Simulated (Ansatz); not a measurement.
The starting structures come from a database of crystals and need not be the phases stable at ambient conditions.

By PBEsol, the system below comes out a metal.

Given:

```yaml
crystal:
  lattice:
    - [4.49661, 0.00000, 0.00000]
    - [0.00000, 4.49661, 0.00000]
    - [0.00000, 0.00000, 4.49661]
  atoms:
    - { symbol: Cd, position: [0.50000, 0.50000, 0.00000] }
    - { symbol: Cd, position: [0.00000, 0.50000, 0.50000] }
    - { symbol: Cd, position: [0.50000, 0.00000, 0.50000] }
    - { symbol: In, position: [0.00000, 0.00000, 0.00000] }
```

Space group of this cell: Pm-3m, Cu3Au type. The cell is taken as given; by PBEsol its mean pressure is -1.5 GPa.

The current flows along the normal of the first two printed cell vectors, the (001) plane of the conventional cell. No spin-orbit coupling; the value is a mean over 0.1 eV about the Fermi level.

**Question.** State the ballistic conductance per area according to Ansatz (an electronic-structure program) with PBEsol.

**Answer.** 0.88 × 10¹⁵ S/m² for both spins.
